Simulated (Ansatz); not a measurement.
Input:

```
Al2O3
1.0
    4.80503     0.00000     0.00000
   -2.40252     4.16128     0.00000
    2.40251     1.38709     4.37208
Al O
4 6
Direct
  0.70420   0.85210   0.44370
  0.29580   0.14790   0.55630
  0.29580   0.64790   0.05630
  0.70420   0.35210   0.94370
  0.50000   0.44386   0.75000
  0.50000   0.55614   0.25000
  0.80614   0.05614   0.75000
  0.19386   0.94386   0.25000
  0.19386   0.75000   0.75000
  0.80614   0.25000   0.25000
```

Space group of this cell: R-3c, corundum. The cell is taken as given; by r2SCAN its mean pressure is -6.9 GPa.

The numbers are results of r2SCAN (plane waves, PAW; Ansatz, an electronic-structure program), not measurements.

The current runs along the normal of the first two printed vectors; no spin-orbit coupling. Scaled by the factor s: the length along the current (ions clamped). The meshes follow the cell: 10×10×10 and 12×12 across at s = 0.97, 8×8×8 and 12×12 across at s = 1.00, 8×8×8 and 12×12 across at s = 1.03.

```json
[
 {"s": "0.97", "mean pressure (GPa)": "0.2", "band gap (eV)": "6.90"},
 {"s": "1.00", "mean pressure (GPa)": "-6.9", "band gap (eV)": "6.77"},
 {"s": "1.03", "mean pressure (GPa)": "-12.9", "band gap (eV)": "?"}
]
```

Task: Take the slope of the band gap against ln s from the two given rows, extrapolate to s = 1.03, and say what the run there gives.

Result: Slope = (6.90 − 6.77) / ln 0.97 = -4.27 eV. The line gives 6.77 + (-4.27) × ln 1.03 = 6.64 eV. The run gives 6.35 eV, 0.29 eV under the line, 233 % of the predicted step.
